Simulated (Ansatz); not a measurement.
A self-consistent single point of TlPbF3 (Pnma, 20 atoms in the cell) with Ansatz (a quantum-chemistry and plane-wave program).

Method: PBEsol, default PAW files made with PBE (plane waves; Ansatz).

```
TlPbF3
1.0
    6.48541     0.00000     0.00000
    0.00000     9.15090     0.00000
    0.00000     0.00000     6.46376
Tl Pb F
4 4 12
Direct
  0.48770   0.25000   0.99160
  0.98770   0.25000   0.50840
  0.51230   0.75000   0.00840
  0.01230   0.75000   0.49160
  0.00000   0.00000   0.00000
  0.50000   0.50000   0.50000
  0.00000   0.50000   0.00000
  0.50000   0.00000   0.50000
  0.03130   0.25000   0.05860
  0.53130   0.25000   0.44140
  0.96870   0.75000   0.94140
  0.46870   0.75000   0.55860
  0.28800   0.53700   0.21300
  0.78800   0.96300   0.28700
  0.71200   0.03700   0.78700
  0.21200   0.46300   0.71300
  0.71200   0.46300   0.78700
  0.21200   0.03700   0.71300
  0.28800   0.96300   0.21300
  0.78800   0.53700   0.28700
```

Reference input (self-consistent single point, DFT, PBE, plane waves, default PAW files): kpoints.mp_grid.grid = 3 2 3; hamiltonian.xc = pbe; hamiltonian.pseudopotentials = {kind: paw} (the program's default PAW files); scf.occupations.method = gaussian; scf.occupations.width = 0.1 eV. This run's input differs from it in these lines:

Ansatz 0.2 input:
```diff
@@ -30,3 +30,3 @@
 hamiltonian:
-  xc: pbe
+  xc: pbesol
   pseudopotentials: { kind: paw }
```

Log, with long lists cut:

```
SCF iter   1: F=—  HF=-101813.707843 eV  |F-HF|=—  |Δ(HF+E_count)|=         —  Δρ=1.24e-2  dr2=3.98e-1  ethr=1.77e-3  ⟨swp⟩=6.4  Hψ=3515  notcnv=0  defer=3
all-band conjugate gradients solve this SCF's bands
preconditioner: auto → Resta (q_TF=auto, 2.431 Å⁻¹)
SCF iter   2: F=—  HF=-101813.618160 eV  |F-HF|=—  |Δ(HF+E_count)|=   8.97e-2  Δρ=3.54e-3  dr2=2.25e-2  ethr=2.07e-4  ⟨swp⟩=2.1  Hψ=1888  notcnv=0  defer=111
   [... lines left out ...]
SCF iter   5: F=—  HF=-101813.612909 eV  |F-HF|=—  |Δ(HF+E_count)|=   5.28e-5  Δρ=9.24e-5  dr2=2.13e-5  ethr=5.79e-8  ⟨swp⟩=2.0  Hψ=1550  notcnv=0  defer=111
SCF iter   6: F=—  HF=-101813.613021 eV  |F-HF|=—  |Δ(HF+E_count)|=   1.12e-4  Δρ=4.40e-5  dr2=4.92e-6  ethr=1.11e-8  ⟨swp⟩=2.0  Hψ=1584  notcnv=0  defer=111
SCF iter   7: F=—  HF=-101813.613020 eV  |F-HF|=—  |Δ(HF+E_count)|=   5.65e-7  Δρ=9.14e-6  dr2=3.20e-7  ethr=2.56e-9  ⟨swp⟩=2.0  Hψ=1442  notcnv=0  defer=111
SCF iter   8: F=-101813.613021 eV  HF=-101813.613021 eV  |F-HF|=1.20e-8  |Δ(HF+E_count)|=   1.97e-7  Δρ=2.02e-6  dr2=1.86e-8  ethr=5.21e-11  ⟨swp⟩=10.8  Hψ=4621  notcnv=0
SCF 1 converged in 8 iterations: F = -101813.613021 eV  dr2 = 1.86e-8
Free energy (F): -101813.613021 eV
Internal energy: -101813.613021 eV  (E = F + TS)
E sigma→0 (E₀):  -101813.613021 eV
Fermi energy:    7.887671 eV
--- Forces (eV/Å), atoms counted from 1 ---
  atom   1  Tl    -0.06143887     0.00000000     0.00817694
  atom   2  Tl    -0.06143887     0.00000000    -0.00817694
  atom   3  Tl     0.06143887     0.00000000    -0.00817694
  atom   4  Tl     0.06143887     0.00000000     0.00817694
  atom   5  Pb    -0.00000000     0.00000000     0.00000000
  atom   6  Pb     0.00000000    -0.00000000     0.00000000
  atom   7  Pb     0.00000000     0.00000000     0.00000000
  atom   8  Pb     0.00000000     0.00000000     0.00000000
  atom   9  F      0.10639535     0.00000000     0.34184902
   [... lines left out ...]
  atom  20  F      0.11419819     0.24212543     0.22483321
--- Stress (GPa, compression-positive) ---
        4.817382       0.000000       0.000000
        0.000000       5.491821       0.000000
        0.000000       0.000000       5.034277
  P = ⅓ Tr σ = 5.1145 GPa (51.145 kbar)
  The stress holds the Pulay correction. Without it, at fixed plane waves, as pw.x and ABINIT print it: P = 4.6999 GPa
```

The run converged in 8 iterations. Against the reference run the pressure goes from 8.57 to 5.11 GPa, the largest force goes from 0.393 to 0.358 eV/Å and the gap on the mesh goes from 1.717 to 1.624 eV.

The starting cell was generated: these elements placed on a structure prototype, without a prior relaxation; it need not be a known phase or ordering of this composition. Spin-orbit coupling is off. With a pressure of about 5 GPa the cell is away from its equilibrium volume at this level. Ansatz's pressure includes its estimate of the finite-basis (Pulay) stress.
